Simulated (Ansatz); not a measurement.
Base system: ZnS in the zinc blende structure (space group F-43m, No. 216; a = 5.2968 Å). Axes: x, y, z lie along the cube axes.

All numbers come from Ansatz (an electronic-structure program), LDA, PAW, cutoff 420 eV, without spin-orbit coupling.

Strains are applied to the cell and any free atomic positions relax; under biaxial strain the out-of-plane vector relaxes too.

One change was made to it. Results:

```json
[
 {"quantity": "band gap", "base": "2.13 eV", "after": "2.15 eV"},
 {"quantity": "energy relative to the base (free energy F)", "base": "0 meV/atom", "after": "+3.2 meV/atom"},
 {"quantity": "pressure (mean of the normal stresses, compression positive)", "base": "-0.01 GPa", "after": "1.48 GPa"}
]
```

Problem. What was done to the base?
A) biaxial strain −2.50 %, plane normal [111], relaxed out of plane
B) biaxial strain −0.83 %, plane normal [111], relaxed out of plane
C) biaxial strain −0.42 %, plane normal [111], relaxed out of plane
D) biaxial strain −1.25 %, plane normal [111], relaxed out of plane
E) biaxial strain +1.25 %, plane normal [111], relaxed out of plane

Solution. D, biaxial strain −1.25 %, plane normal [111], relaxed out of plane. For comparison, the pressure in the other runs: biaxial strain −0.42 %, plane normal [111], relaxed out of plane gives 0.49 GPa; biaxial strain −2.50 %, plane normal [111], relaxed out of plane gives 3.06 GPa; biaxial strain +1.25 %, plane normal [111], relaxed out of plane gives -1.40 GPa; biaxial strain −0.83 %, plane normal [111], relaxed out of plane gives 0.98 GPa.

No phonon test of stability was made.
